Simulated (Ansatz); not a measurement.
# Si, element substitutions

Base system: Si in the diamond structure (space group Fd-3m, No. 227; a = 5.4338 Å).

Each row replaces one element on all its sites; cell and atoms are relaxed.

Method: PBEsol (Ansatz, a first-principles code, PAW, scalar-relativistic without spin-orbit coupling).

Problem. Only one of these keeps a band gap. Which?
A. Si → Mo
B. Si → C
C. Si → Re

Solution. B, Si → C. Computed: Si → Mo: zero; Si → Re: zero; Si → C: 4.03 eV

Stability against distortions was not tested. As relaxed here, Mo and Re are hypothetical phases, not in the database extracts checked. All final runs are without spin polarisation.
